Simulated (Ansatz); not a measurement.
The parent structure is Ru in the hcp (Mg type) structure (space group P6_3/mmc, No. 194; relaxed with 0.1 eV smearing).

```xyz
2
Lattice="2.7055 0.0000 0.0000 -1.3528 2.3430 0.0000 0.0000 0.0000 4.2651" Properties=species:S:1:pos:R:3 pbc="T T T"
Ru     0.0000     1.5620     3.1988
Ru     1.3528     0.7810     1.0663
```

Cartesian axes are those of the cell as printed.

Computed with r2SCAN (Ansatz, an electronic-structure program; PAW; 500 eV plane waves; scalar-relativistic without spin-orbit coupling), earlier PAW set.

The change: biaxial strain −1.87 %, plane normal [001], relaxed out of plane (Cartesian); in-plane vectors clamped, the third vector and the atoms free.

Task: What does the calculation give for the in-plane stress after the change?

Result: The mean in-plane stress (compression positive) is +14.7 GPa.

Task: Estimate the effect on the out-of-plane strain.

Result: The out-of-plane strain comes out as +1.04 %.

No phonon test of stability was made. All final runs are without spin polarisation.
